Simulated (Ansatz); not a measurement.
Start from CaF2 in the rutile structure (space group P4_2/mnm, No. 136; a = 5.1550 Å, c = 3.5412 Å; a hypothetical phase, not in the database extracts checked). Axes: x, y, z lie along a, b, c of the conventional cell.

Now apply this change: the symmetric strain tensor [-0.0133 0.0022 0.0068; 0.0022 -0.0123 0.0035; 0.0068 0.0035 -0.0058]; the atoms relax in the strained cell.

Levels (all Ansatz, a first-principles code, PAW): PBEsol (420 eV, no spin-orbit coupling); r2SCAN (500 eV, no spin-orbit coupling); HSE06 (420 eV, spin-orbit coupling left out).

At the geometry relaxed with PBEsol, these levels gave the following band gaps, in shuffled order: (a) 9.17 eV, (b) 6.95 eV, (c) 7.77 eV.

**Question.** Match each gap to its level.

**Answer.** (a) HSE06; (b) PBEsol; (c) r2SCAN.

Single points use the geometry relaxed with PBEsol. No phonon test of stability was made.
